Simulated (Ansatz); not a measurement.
Consider CdTe in the zinc blende structure (space group F-43m, No. 216).

```
CdTe
1.0
    0.00000     3.27889     3.27889
    3.27889     0.00000     3.27889
    3.27889     3.27889     0.00000
Cd Te
1 1
Direct
  0.00000   0.00000   0.00000
  0.25000   0.25000   0.25000
```

Cartesian axes are those of the cell as printed.

Calculations: Kohn–Sham DFT with the r2SCAN functional, run in Ansatz (a quantum-chemistry and plane-wave program) with PAW and 500 eV plane waves, no SOC.

For the base:

The pressure comes out as 0.00 GPa and the valence-band top at Γ is 0.00, 0.00, 0.00 eV.

The change: biaxial strain +1.50 %, plane normal [001], relaxed out of plane (Cartesian); in-plane vectors clamped, the third vector and the atoms free.

### Question
How does this affect the pressure?

### Answer
The pressure (mean of the normal stresses, compression positive) goes from zero to -0.38 GPa.

### Question
What does the calculation give for the valence-band top at Γ after the change?

### Answer
The valence-band top at Γ (three highest levels, from the VBM) becomes 0.00, -0.11, -0.11 eV (base: 0.00, 0.00, 0.00 eV).

With Te present, leaving out spin-orbit coupling can change the band edges. The levels and masses belong to the bands next to the band gap. Stability against distortions was not tested.
